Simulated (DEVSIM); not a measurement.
Device: abrupt Si p-n junction, at 300 K.

| layer (left to right) | material | thickness (μm) | Nd (cm⁻³) | Na (cm⁻³) | τn (s) | τp (s) |
|---|---|---|---|---|---|---|
| 1 | Si | 71.0 | - | 3.2e17 | 4.5e-5 | 4.5e-5 |
| 2 | Si | 2.20 | 1.1e15 | - | 4.5e-5 | 4.5e-5 |

Left contact: ohmic. Right contact: ohmic. Voltage is applied to the left contact. Recombination: SRH at mid-gap, radiative. Mobility is constant in doping.

This is a model device: material constants are rounded textbook-type values typed into the input, and sizes, dopings and lifetimes were drawn at random. Values at 300 K; Nc and Nv go as T^1.5, mobilities as T to minus their exponent, the gap by Varshni's rule with the affinity fixed.

```
parameter               Si
----------------  --------
gap (eV)             1.124
affinity (eV)         4.05
permittivity          11.7
Nc (cm⁻³)          2.86e19
Nv (cm⁻³)           3.1e19
μn (cm²/Vs)           1417
μp (cm²/Vs)            470
T exponent of μn       2.3
T exponent of μp       2.2
B (cm³/s)          4.7e-15
Varshni α (eV/K)  0.000473
Varshni β (K)          636
```

Model (solved in DEVSIM): 1D drift-diffusion, Boltzmann statistics, complete ionisation; no tunnelling, impact ionisation, image-force lowering or self-heating.

The temperature was swept, all else fixed.

```
temperature (K)  largest field in the device at zero bias (V/cm)  potential step across the device at zero bias (V)  dark forward voltage at 1 A/cm² (V)  dark forward voltage at 100 A/cm² (V)
---------------  -----------------------------------------------  -------------------------------------------------  -----------------------------------  -------------------------------------
250                                                        31000                                              0.830                                0.652                                  0.800
300                                                        33000                                              0.743                                0.535                                  0.724
350                                                        35000                                              0.652                                0.416                                  0.645
400                                                        37000                                              0.559                                0.294                                  0.568
450                                                        39000                                              0.463                                0.171                                  0.491
500                                                        40000                                              0.367                                    …                                      …
```

Question: Fill in the missing entries.

Answer: 
- 500, dark forward voltage at 1 A/cm² (V): 0.062
- 500, dark forward voltage at 100 A/cm² (V): 0.417
